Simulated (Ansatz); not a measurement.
Base system: ZnSe in the zinc blende structure (space group F-43m, No. 216; a = 5.666 Å). Axes: x, y, z lie along the cube axes.

Level of theory: Ansatz (an electronic-structure program) r2SCAN, no spin-orbit coupling.

Strains are applied to the cell and any free atomic positions relax; under biaxial strain the out-of-plane vector relaxes too.

One change was made to it. Results:

The pressure (mean of the normal stresses, compression positive) shrinks by 0.26 GPa to -0.27 GPa; the volume per atom rises by 0.09 Å³, from 22.73 Å³ to 22.82 Å³; the band gap falls by 0.045 eV to 1.82 eV; the electron mass is still 0.12 mₑ (at Γ); the hole mass amounts to 0.13 mₑ out of plane, 0.60 mₑ in plane (at Γ).

Task: Name the change that was made.
A. biaxial strain +3.00 %, plane normal [001], relaxed out of plane
B. biaxial strain +2.00 %, plane normal [001], relaxed out of plane
C. biaxial strain +1.50 %, plane normal [001], relaxed out of plane
D. biaxial strain +2.50 %, plane normal [001], relaxed out of plane
E. biaxial strain +0.50 %, plane normal [001], relaxed out of plane

Result: E, biaxial strain +0.50 %, plane normal [001], relaxed out of plane. For comparison, the band gap in the other runs: biaxial strain +2.50 %, plane normal [001], relaxed out of plane gives 1.66 eV; biaxial strain +1.50 %, plane normal [001], relaxed out of plane gives 1.74 eV; biaxial strain +3.00 %, plane normal [001], relaxed out of plane gives 1.62 eV; biaxial strain +2.00 %, plane normal [001], relaxed out of plane gives 1.70 eV.

Effective masses come from finite differences of ±0.01 Å⁻¹. Semilocal Kohn–Sham gaps tend to fall short of experiment. Whether these cells are dynamically stable was not tested.
